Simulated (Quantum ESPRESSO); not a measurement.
Quantum ESPRESSO 7.5, DFT, PBE, plane waves, PseudoDojo 0.5 standard norm-conserving PBE (local tails restored to the Coulomb form): rock-salt TiC (Ti8C8), 16 atoms. Basis and mesh were picked for this test and aren't claimed converged.

| Item | Value |
|---|---|
| cell | 6.12, 6.12, 6.12 Å; 60, 60, 60° |
| task | scf |
| k mesh | 3×3×3 |
| ecutwfc | 84 Ry |
| ecutrho | 336 Ry |
| occupations | smearing |
| smearing | mv |
| degauss | 0.02 Ry |
| conv_thr | 1.6e-08 Ry |
| tprnfor | true |
| tstress | false |
| k-point pools (-nk) | 4 |
| diagonalization | david (default) |
| k-points computed | 4 |
| bands | 77 |
| electrons | 128 |
| G-vectors of the density | 114067 |
| FFT grid | 72×72×72 |
| symmetry operations | 48 |

Settings of this run: mixing_mode = plain, mixing_beta = 0.1, mixing_ndim = 8; 8 ranks.

| SCF iteration | band solver's avg # of iterations (first pass) | estimated scf accuracy (Ry) |
|---|---|---|
| 1 | 2.0 | 6.33135308 |
| 2 | 1.0 | 3.20152631 |
| 3 | 5.0 | 0.91526418 |
| 4 | 2.8 | 0.18906373 |
| 5 | 6.5 | 3.47635454 |
| 6 | 6.0 | 0.18622561 |
| 7 | 3.5 | 0.00799470 |
| 8 | 5.8 | 0.00304823 |
| 9 | 9.2 | 0.04590580 |
| 10 | 9.0 | 0.00375832 |
| 11 | 3.5 | 0.00720646 |
| 12 | 2.0 | 0.01189163 |
| 13 | 4.8 | 0.00078933 |
| 14 | 3.5 | 0.00033392 |
| 15 | 1.2 | 0.00056138 |
| 16 | 1.0 | 0.00051066 |
| 17 | 1.5 | 0.00080377 |
| 18 | 1.0 | 0.00052128 |
| 19 | 1.0 | 0.00052955 |
| 20 | 1.0 | 0.00049150 |
| 21 | 1.8 | 0.00019900 |
| 22 | 5.0 | 0.00001882 |
| 23 | 6.2 | 0.00011414 |
| 24 | 6.5 | 0.00000063 |
| 25 | 8.5 | 0.00001532 |
| 26 | 6.0 | 0.00000010 |
| 27 | 4.5 | 0.00000015 |
| 28 | 4.5 | 3.2E-09 |

It converged after 28 SCF iterations.

### Question
The cycle is slow. Which setting should be changed?

### Answer
Several could match; the one computed here: mixing_beta = 0.4 (14 SCF iterations) or mixing_beta = 1 (15 SCF iterations), all else kept. The other changes of this size gave: mixing_beta = 0.2 (19); mixing_beta = 0.7 (default) (20); mixing_mode = TF (21); mixing_mode = local-TF (27). The first change moves the result by: energy under 0.001 meV/atom. Counts are of single runs.
